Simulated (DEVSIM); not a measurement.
System: Al/Al2O3/n-Si capacitor, at 300 K.

| layer (left to right) | material | thickness (nm) | Nd (cm⁻³) |
|---|---|---|---|
| 1 | Al2O3 | 7.00 | - |
| 2 | Si | 810 | 5e17 |

Metal gate on the left, work function 4.1 eV. Fixed charge at the semiconductor interface 1.8e10 cm⁻² (in units of +e); no interface traps.

This is a model device: material constants are rounded textbook-type values typed into the input, and sizes, dopings and lifetimes were drawn at random. Values at 300 K.

| parameter | Al2O3 | Si |
|---|---|---|
| gap (eV) | 6.8 | 1.124 |
| affinity (eV) | 1.35 | 4.05 |
| permittivity | 9 | 11.7 |
| Nc (cm⁻³) | - | 2.86e19 |
| Nv (cm⁻³) | - | 3.1e19 |

Simulated with DEVSIM: 1D Poisson equation in equilibrium, Boltzmann statistics, complete ionisation; no quantum confinement or tunnelling. Metal contacts follow the ideal Schottky-Mott rule: no Fermi-level pinning, no interface dipoles.

Q: Give the band bending (positive: bands bend down) and minority sheet density.

A: 
```json
[
 {"Vg (V)": "-1.6", "ψs (V)": "-1.011", "minority carriers (cm⁻²)": "1.3e12"},
 {"Vg (V)": "-1.3", "ψs (V)": "-0.904", "minority carriers (cm⁻²)": "2.6e10"},
 {"Vg (V)": "-1", "ψs (V)": "-0.658", "minority carriers (cm⁻²)": "< 1e8"},
 {"Vg (V)": "-0.7", "ψs (V)": "-0.419", "minority carriers (cm⁻²)": "< 1e8"},
 {"Vg (V)": "-0.4", "ψs (V)": "-0.195", "minority carriers (cm⁻²)": "< 1e8"},
 {"Vg (V)": "-0.1", "ψs (V)": "-0.018", "minority carriers (cm⁻²)": "< 1e8"},
 {"Vg (V)": "0.2", "ψs (V)": "0.069", "minority carriers (cm⁻²)": "< 1e8"}
]
```
